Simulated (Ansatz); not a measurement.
Parameter sweep on CaBe2 (Fd-3m, 6 atoms in the cell)

```yaml
crystal:
  lattice:
    - [0.00000, 4.10022, 4.10022]
    - [4.10022, 0.00000, 4.10022]
    - [4.10022, 4.10022, 0.00000]
  atoms:
    - { symbol: Be, position: [0.12500, 0.12500, 0.12500] }
    - { symbol: Be, position: [0.62500, 0.12500, 0.12500] }
    - { symbol: Be, position: [0.12500, 0.62500, 0.12500] }
    - { symbol: Be, position: [0.12500, 0.12500, 0.62500] }
    - { symbol: Ca, position: [0.75000, 0.75000, 0.75000] }
    - { symbol: Ca, position: [0.50000, 0.50000, 0.50000] }
```

Base run A: PBE in Ansatz (a quantum-chemistry and plane-wave program), self-consistent single point.

Its settings: kpoints.mp_grid.grid = 9 9 9; hamiltonian.xc = pbe; hamiltonian.pseudopotentials = {kind: paw} (the program's default PAW files); scf.occupations.method = methfessel_paxton; scf.occupations.width = 0.272 eV.

The starting cell was generated: these elements placed on a structure prototype, without a prior relaxation; it need not be a known phase or ordering of this composition. In the base run, with a pressure of about -11 GPa the cell is away from its equilibrium volume at this level. Ansatz's pressure includes its estimate of the finite-basis (Pulay) stress.

ΔF is the free energy per atom less that of run A. 

Run A gave: pressure (GPa) -10.89; TS (meV/atom) 1.2.

Runs:
- B: scf.occupations.method, scf.occupations.width = gaussian, 0.05 eV
- C: scf.occupations.method, scf.occupations.width = gaussian, 0.3 eV
- D: scf.occupations.method, scf.occupations.width = fermi_dirac, 0.1 eV
- E: scf.occupations.method, scf.occupations.width = fermi_dirac, 0.2 eV
- F: scf.occupations.method, scf.occupations.width = methfessel_paxton, 0.1 eV
- G: scf.occupations.method, scf.occupations.width = methfessel_paxton, 0.3 eV
- H: scf.occupations.method, scf.occupations.width = cold, 0.05 eV
- I: scf.occupations.method, scf.occupations.width = cold, 0.2 eV
- J: scf.occupations.method, scf.occupations.width = tetrahedron, default

What does run D change against A?

The free energy falls by 10.5 meV/atom and the pressure hardly changes (-10.89 to -10.85 GPa).

What does run C change against A?

The free energy goes down by 14.5 meV/atom and the pressure moves little (-10.89 to -10.84 GPa).

```json
[
 {"run": "A", "ΔF (meV/atom)": "0.00", "pressure (GPa)": "-10.89", "TS (meV/atom)": "1.2"},
 {"run": "B", "ΔF (meV/atom)": "0.27", "pressure (GPa)": "-10.88", "TS (meV/atom)": "1.1"},
 {"run": "C", "ΔF (meV/atom)": "-14.5", "pressure (GPa)": "-10.84", "TS (meV/atom)": "28.6"},
 {"run": "D", "ΔF (meV/atom)": "-10.5", "pressure (GPa)": "-10.85", "TS (meV/atom)": "21.1"},
 {"run": "E", "ΔF (meV/atom)": "-40.9", "pressure (GPa)": "-10.74", "TS (meV/atom)": "79.4"},
 {"run": "F", "ΔF (meV/atom)": "0.67", "pressure (GPa)": "-10.88", "TS (meV/atom)": "0.4"},
 {"run": "G", "ΔF (meV/atom)": "-0.13", "pressure (GPa)": "-10.89", "TS (meV/atom)": "1.5"},
 {"run": "H", "ΔF (meV/atom)": "0.90", "pressure (GPa)": "-10.87", "TS (meV/atom)": "0.0"},
 {"run": "I", "ΔF (meV/atom)": "0.28", "pressure (GPa)": "-10.88", "TS (meV/atom)": "0.8"},
 {"run": "J", "ΔF (meV/atom)": "0.65", "pressure (GPa)": "-10.89", "TS (meV/atom)": "0.0"}
]
```

Keys are those of Ansatz 0.2.
